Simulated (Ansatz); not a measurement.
Competing hops of Ir vacancy in fcc Ir, neutral cell

Consider Ir vacancy in fcc Ir, neutral cell. Level of theory: PBE, PAW (plane waves to 420 eV; Ansatz, an electronic-structure program).

Settings: 32 host sites, the relaxed PBE lattice, a 2×2×2 k-point mesh shifted by half a step, smearing 0.10 eV, spin-restricted, no image-charge correction. Energies are static. Spin-orbit coupling is left out. Forms of the defect that were not tried may lie lower.

Barriers: single points on a 4×4×4 k-point mesh shifted by half a step at the bands' geometries (they differ from the bands' own by up to 0.20 eV, and are uncertain by about as much).

| Route | Start site over the lowest site run (eV) | Hop (Å) | Forward barrier (eV) | Backward barrier (eV) | Neighbours at the start | Neighbours at the saddle | Saddle order | Forward, on the band's own sampling (eV) |
|---|---|---|---|---|---|---|---|---|
| one Ir atom jumps into the vacancy from a nearby Ir site | 0.00 | 2.70 | 2.64 | 2.64 | 4 Ir at 2.72, 2 Ir at 2.74, 5 Ir at 2.75 Å | 4 Ir at 2.52, 4 Ir at 3.00 Å | not checked, on a symmetry element | 2.44 |

Paths come from nudged elastic bands with a climbing image.  A band can be held on a symmetry element, so unchecked saddle points there may be too high.

The whole set of runs took very roughly 0.6 core-hours.
